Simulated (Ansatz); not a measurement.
An Ansatz (a program for electronic structure) run: ZnGeP2 with a change (uniaxial strain ε_zz = +4.69 %); PBE (Ansatz, PAW, no SOC).

Input:

Ansatz 0.2 input:
```yaml
crystal:
  lattice:
    - [-2.7499526254, 2.7499526254, 5.6765035534]
    - [2.7499526254, -2.7499526254, 5.6765035534]
    - [2.7499526254, 2.7499526254, -5.6765035534]
  atoms:
    - { symbol: Zn, position: [0.75, 0.25, 0.5] }
    - { symbol: Zn, position: [0, 0, 0] }
    - { symbol: Ge, position: [0.25, 0.75, 0.5] }
    - { symbol: Ge, position: [0.5, 0.5, 0] }
    - { symbol: P, position: [0.12838062, 0.125, 0.50338062] }
    - { symbol: P, position: [0.62161938, 0.625, 0.49661938] }
    - { symbol: P, position: [0.375, 0.87161938, 0.99661938] }
    - { symbol: P, position: [0.875, 0.37838062, 0.00338062] }
basis: { ecutwfc: 420, ecutrho_ratio: 4, xc_grid: 2, fft_grid_basis: typed }
kpoints: { mp_grid: { grid: [9, 9, 9] } }
hamiltonian:
  xc: pbe
  dispersion: none
  pseudopotentials: { kind: paw }
scf: { occupations: { method: fermi_dirac, width: 0.05 }, convergence: { dr2_threshold: 0.0000000008 } }
relax: { f_tol: 0.005, max_steps: 50 }
output: { forces: true, stress: true }
checkpoint: { write: state.ck, write_every: 1000 }
```

Output (explanatory and most iteration lines left out):

```
Relaxation: its limit of steps is 50 (relax.max_steps)
Pseudopotential: Zn, paw, valence charge 12
Pseudopotential: Ge, paw, valence charge 14
Pseudopotential: P, paw, valence charge 5
Crystal: 8 atoms, lattice volume = 171.708 Å³
Basis set: ecut = 420 eV, 3355 PW (Γ), exchange–correlation on 96×96×96 points (8 copies of the dense FFT grid, shifted against one another)
Bands: 44, of which v1, the nominal top of the filled ones, is band 36 counted from 1 (35 counted from 0)
Symmetry: 8 space group operations
Space group: I-42d (ITA 122), of the structure as read, at distance tolerance 5.6e-5 Å
k-points: 75 of 729 (time reversal used)
Functional: x = pbe(κ = 0.804, μ = 0.2195149727645171), c = pbe(β = 0.06672455060314922)
SCF iter   1: F=—  HF=-18252.469946 eV  |F-HF|=—  |Δ(HF+E_count)|=         —  Δρ=6.91e-4  dr2=5.60e-4  ethr=1.77e-3  ⟨swp⟩=8.6  Hψ=15577  notcnv=0  defer=10
SCF iter   2: F=—  HF=-18252.467295 eV  |F-HF|=—  |Δ(HF+E_count)|=   2.65e-3  Δρ=4.45e-4  dr2=2.95e-4  ethr=7.78e-7  ⟨swp⟩=3.0  Hψ=7351  notcnv=0  defer=81
SCF 1 converged in 9 iterations: F = -18252.467386 eV  dr2 = 2.08e-10
relax step   1: F+E_penalty+E_count = -18252.46738596 eV  Δ(F+E_penalty+E_count) = +0.000e0 eV  max|allowed force component| = 1.174e-2 eV/Å  Δτ_max = 0.0000 Å  (9 SCF iters, accepted)
Crystal: 8 atoms, lattice volume = 171.708 Å³
SCF iter   1: F=—  HF=-18252.467404 eV  |F-HF|=—  |Δ(HF+E_count)|=         —  Δρ=5.04e-5  dr2=3.26e-6  ethr=4.38e-9  ⟨swp⟩=3.0  Hψ=11024  notcnv=0  defer=89
SCF iter   2: F=—  HF=-18252.467412 eV  |F-HF|=—  |Δ(HF+E_count)|=   8.30e-6  Δρ=2.51e-5  dr2=9.32e-7  ethr=4.38e-9  ⟨swp⟩=2.1  Hψ=4760  notcnv=0  defer=89
SCF 2 converged in 5 iterations: F = -18252.467412 eV  dr2 = 5.00e-10
relax step   2: F+E_penalty+E_count = -18252.46741197 eV  Δ(F+E_penalty+E_count) = -2.602e-5 eV  max|allowed force component| = 3.613e-3 eV/Å  Δτ_max = 0.0008 Å  (5 SCF iters, accepted)
SCF converged after 5 iterations
Free energy (F): -18252.467412 eV
Internal energy: -18252.467409 eV  (E = F + TS)
E sigma→0 (E₀):  -18252.467411 eV
Entropy (-TS):   -0.000003 eV (-0.000 meV/atom)
Fermi energy:    6.921350 eV
--- Forces (eV/Å), atoms counted from 1 ---
  atom   1  Zn    -0.00000000    -0.00000000    -0.00000000
  atom   2  Zn    -0.00000000     0.00000000    -0.00000000
  atom   3  Ge    -0.00000000    -0.00000000    -0.00000000
  atom   4  Ge    -0.00000000     0.00000000     0.00000000
  atom   5  P      0.00000000    -0.00361339     0.00000000
  atom   6  P      0.00000000     0.00361339     0.00000000
  atom   7  P      0.00361339     0.00000000     0.00000000
  atom   8  P     -0.00361339    -0.00000000     0.00000000
--- Stress (GPa, compression-positive) ---
       -2.004967       0.000000       0.000000
        0.000000      -2.004967      -0.000000
       -0.000000      -0.000000      -5.248429
  P = ⅓ Tr σ = -3.0861 GPa (-30.861 kbar)
--- Relaxed structure (2 steps of the walk, 2 accepted, 0 SCFs on fresh bases) ---
  atoms:
    - { symbol: Zn, position: [0.75, 0.25000000000000006, 0.5] }
    - { symbol: Zn, position: [-2.464138296582061e-21, 2.4641382965820425e-21, -2.068870057447226e-35] }
    - { symbol: Ge, position: [0.25000000000000006, 0.75, 0.5] }
    - { symbol: Ge, position: [0.5, 0.5, -2.7459548035208636e-35] }
    - { symbol: P, position: [0.128226545403124, 0.125, 0.503226545403124] }
    - { symbol: P, position: [0.621773454596876, 0.625, 0.49677345459687605] }
    - { symbol: P, position: [0.375, 0.871773454596876, 0.996773454596876] }
    - { symbol: P, position: [0.875, 0.37822654540312395, 0.003226545403123976] }
```

Whether these cells are dynamically stable was not tested. The cell was made from ZnGeP₂ in the chalcopyrite structure (space group I-42d, No. 122) by this change: uniaxial strain ε_zz = +4.69 %.
